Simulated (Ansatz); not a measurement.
We consider MgO (R-3m, No. 166, 16 atoms in the cell; start mp-1180973; a measured phase of this formula has another space group), described by LDA (PAW; Ansatz, a first-principles code).

Run with plane-wave cutoff 520 eV, 14×14×14 k mesh, Fermi–Dirac smearing 0.01 eV, scalar-relativistic PAW data made under PBE.

Cell (relaxed at this level):

```
CELL_PARAMETERS angstrom
      1.46461     0.84559    19.53925
     -1.46461     0.84559    19.53925
      0.00000    -1.69118    19.53925
ATOMIC_POSITIONS crystal
  Mg 0.37563 0.37563 0.37563
  Mg 0.62437 0.62437 0.62437
  Mg 0.79230 0.79230 0.79230
  Mg 0.20770 0.20770 0.20770
  Mg 0.91540 0.91540 0.91540
  Mg 0.08460 0.08460 0.08460
  Mg 0.50000 0.50000 0.50000
  Mg 0.00000 0.00000 0.00000
  O  0.14615 0.14615 0.14615
  O  0.85385 0.85385 0.85385
  O  0.43845 0.43845 0.43845
  O  0.56155 0.56155 0.56155
  O  0.31288 0.31288 0.31288
  O  0.68712 0.68712 0.68712
  O  0.26919 0.26919 0.26919
  O  0.73081 0.73081 0.73081
```

Problem. What does this level give for the band gap and smallest direct gap on the k points sampled?

Solution. 
band gap: 4.37 eV
smallest direct gap on the k points sampled: 4.38 eV

Computed values are for the static lattice.

A start named mp-… is a Materials Project structure, which need not be a measured phase.
